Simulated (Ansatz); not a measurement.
Cell of cubic BaHfO3 (1 1 0) on zinc-blende InAs (1 1 0) (film strained to the substrate, started from cuts of the bulks; slabs As6In6 and Ba3Hf3O11, which can lie off the formulas; started ferromagnetic, the moments vanishing), with its geometry taken from a PBE run:

```xyz
29
Lattice="4.3721 0.0002 -0.1313 4.3718 6.1859 -0.1267 2.9492 3.1153 22.6780" Properties=species:S:1:pos:R:3 pbc="T T T"
As     2.9512     1.8132     0.7291
As     5.1486     4.8133     2.8738
As     3.0624     1.7005     4.9944
As     5.3237     4.7922     7.1984
As     3.1729     1.7176     9.3194
As     5.5054     4.9057    11.4610
In     7.3361     6.3040     2.6955
In     5.1947     3.3644     0.6600
In     7.5088     6.3200     7.0339
In     5.2533     3.2283     5.0304
In     7.7489     6.4594    11.4009
In     5.3669     3.2079     9.3722
Ba     2.7990     2.9006    14.5348
Hf     4.9089     5.9996    14.6297
O      5.0710     4.3428    13.1295
O      8.7404     7.3326    13.0124
O      6.9458     5.9454    14.6681
Ba     7.1938     6.0092    17.3857
Hf     4.9839     2.8993    17.4505
O      9.2208     7.5320    15.8728
O      4.7598     4.3756    15.9759
O      2.6771     2.8706    17.5206
Ba     7.3406     2.8942    20.3582
Hf     9.4538     5.9949    20.1428
O      4.8527     4.3589    18.9526
O      9.3125     7.5170    18.7635
O      7.1149     5.9462    20.1076
O      9.0128     7.3402    21.6506
O      5.3566     4.3551    21.7752
```
Starting moments (μB, in the order of the record's atoms As As As As As As In In In In In In Ba Hf O O O Ba Hf O O O Ba Hf O O O O O): 0.5 0.0 0.0 0.0 0.0 0.5 0.0 0.5 0.0 0.0 0.5 0.0 0.0 0.0 0.5 0.5 0.0 0.0 0.0 0.0 0.0 0.0 0.0 0.0 0.0 0.0 0.0 0.5 0.5.

Computed with PBE (plane waves to 420 eV, PAW; Ansatz, an electronic-structure program). Scalar-relativistic, without spin–orbit coupling. Its k-point mesh 7×4×1, Fermi–Dirac width 0.05 eV.

**Question.** Give the plane-averaged electrostatic potential energy of an electron along the normal (the smooth PAW potential), about its mean over the cell.

**Answer.** 
```
z (Å) | V (eV)
    0.000 | ########################### 3.10
    0.427 | ################### -0.14
    0.711 | ################# -0.64
    1.138 | ################## -0.41
    1.564 | ######################## 1.91
    1.849 | ############################ 3.46
    2.275 | ###################### 1.25
    2.702 | ################# -0.82
    3.129 | ################## -0.50
    3.413 | #################### 0.27
    3.840 | ########################### 2.99
    4.266 | ########################### 2.93
    4.551 | ###################### 0.92
    4.977 | ################## -0.54
    5.404 | ################# -0.77
    5.688 | #################### 0.27
    6.115 | ############################ 3.34
    6.542 | ######################## 1.88
    6.968 | ################# -0.67
    7.253 | ################# -0.76
    7.679 | ################### -0.04
    8.106 | ########################## 2.51
    8.391 | ############################# 3.69
    8.817 | ####################### 1.43
    9.244 | ################## -0.38
    9.528 | ################# -0.79
    9.955 | ################### -0.19
   10.382 | ########################### 2.96
   10.666 | ############################ 3.24
   11.093 | #################### 0.37
   11.519 | ################# -0.64
   11.946 | ################## -0.34
   12.230 | ###################### 1.20
   12.657 | ############################## 4.15
   13.084 | ######################## 2.01
   13.368 | ###################### 1.19
   13.795 | ##################### 0.77
   14.221 | ########### -3.12
   14.506 | ### -6.21
   14.932 | ## -6.56
   15.359 | ############### -1.42
   15.643 | ###################### 1.08
   16.070 | ##################### 0.80
   16.497 | ####################### 1.39
   16.923 | ################# -0.81
   17.208 | ###### -4.88
   17.634 |  -7.30
   18.061 | ######### -3.73
   18.345 | #################### 0.29
   18.772 | ###################### 1.28
   19.199 | ##################### 0.90
   19.483 | ###################### 1.15
   19.910 | ############ -2.82
   20.336 | # -6.98
   20.763 | ##### -5.41
   21.047 | ############## -1.96
   21.474 | ###################### 1.00
   21.901 | ####################### 1.35
   22.185 | ########################## 2.51
   22.612 | ############################## 4.12
```
